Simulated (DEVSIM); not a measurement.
Structure: Schottky contact on n-type β-Ga2O3, at 300 K.

| layer (left to right) | material | thickness (μm) | Nd (cm⁻³) | τn (s) | τp (s) |
|---|---|---|---|---|---|
| 1 | β-Ga2O3 | 0.650 | 8.1e16 | 4.2e-9 | 4.2e-9 |

Left contact: Schottky, work function 5.57 eV, emission velocity 2.2e6 cm/s. Right contact: ohmic. Voltage is applied to the left contact. Recombination: SRH at mid-gap, Auger. Mobility is constant in doping.

This is a model device: material constants are rounded textbook-type values typed into the input, and sizes, dopings and lifetimes were drawn at random. Values at 300 K.

```
parameter      β-Ga2O3
-------------  -------
gap (eV)           4.8
affinity (eV)        4
permittivity        10
Nc (cm⁻³)       3.7e18
Nv (cm⁻³)         5e20
μn (cm²/Vs)        160
μp (cm²/Vs)          1
Cn (cm⁶/s)       1e-31
Cp (cm⁶/s)       1e-31
```

DEVSIM, 1D drift-diffusion, Boltzmann statistics, complete ionisation; no tunnelling, impact ionisation, image-force lowering or self-heating. Metal contacts follow the ideal Schottky-Mott rule: no Fermi-level pinning, no interface dipoles.

**Question.** Give the dark forward current.

**Answer.** 
```
V (V)  J (A/cm²)
-----  ---------
0.40     2.7e-14
0.45     1.8e-13
0.50     1.3e-12
0.55     8.8e-12
0.65     4.2e-10
0.70      2.9e-9
0.75      2.0e-8
0.80      1.4e-7
0.85      9.5e-7
0.90      6.5e-6
1.00     0.00031
1.05      0.0021
1.10       0.015
1.15       0.099
1.20        0.68
1.25         4.6
1.35         170
1.40         630
1.45        1500
1.50        2600
```
